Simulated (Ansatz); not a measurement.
## Pressure series in hypothetical diamond Mo

Base system: Mo in the diamond structure (space group Fd-3m, No. 227; a = 5.611 Å; a hypothetical phase, not in the database extracts checked).

Cell and atoms are relaxed at each pressure.

The values are results of Ansatz (a first-principles code) PBEsol, scalar-relativistic without spin-orbit coupling, not measurements.

Notes on the quantities. enthalpy: H = E + PV relative to the base's energy.

```
variant                enthalpy  lattice parameter a
----------------  -------------  -------------------
base                          –              5.611 Å
pressure −2 GPa   -0.28 eV/atom              5.644 Å
pressure −1 GPa   -0.14 eV/atom              5.627 Å
pressure 0.3 GPa  +0.04 eV/atom              5.606 Å
pressure 0.7 GPa  +0.10 eV/atom              5.600 Å
pressure 1.5 GPa  +0.21 eV/atom              5.587 Å
pressure 3 GPa    +0.41 eV/atom              5.566 Å
pressure 5 GPa    +0.68 eV/atom              5.538 Å
pressure 7.5 GPa  +1.00 eV/atom              5.506 Å
pressure 10 GPa   +1.33 eV/atom              5.476 Å
```

Load acts through the strain it causes; cell and atoms are relaxed under it. Stability against distortions was not tested. No other phases were tried under pressure. The final runs are not spin-polarised.
